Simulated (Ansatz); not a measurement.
Consider SnO2 in the rutile structure (space group P4_2/mnm, No. 136; a = 4.7692 Å, c = 3.2120 Å). Axes: x, y, z lie along a, b, c of the conventional cell.

Computed with DFT with PBEsol, PAW potentials and a 420 eV plane-wave cutoff in Ansatz (a quantum-chemistry and plane-wave program), spin-orbit coupling left out.

Strains are applied to the cell and any free atomic positions relax.

One change was made to it. Results:

The energy rises by 78 meV/atom; the band gap goes from 0.92 eV to zero; the pressure (mean of the normal stresses, compression positive) goes from zero to -16.0 GPa.

Problem. Which change produced these results?
A) strain tensor (xx, yy, zz, yz, xz, xy) = (+0.50, +1.55, −3.50, −0.08, +0.79, +0.36) %
B) uniaxial strain ε_zz = −0.67 %
C) isotropic strain +3.67 %
D) uniaxial strain ε_zz = +3.48 %

Solution. C, isotropic strain +3.67 %. For comparison, the band gap in the other runs: uniaxial strain ε_zz = −0.67 % gives 1.01 eV; uniaxial strain ε_zz = +3.48 % gives 0.45 eV; strain tensor (xx, yy, zz, yz, xz, xy) = (+0.50, +1.55, −3.50, −0.08, +0.79, +0.36) % gives 1.21 eV.

Whether these cells are dynamically stable was not tested. All final runs are without spin polarisation. Gaps under 0.05 eV, about the width of the smearing, are given as zero. A zero or small gap of SnO2 under isotropic strain +3.67 % can be the functional's error rather than a property of the material.
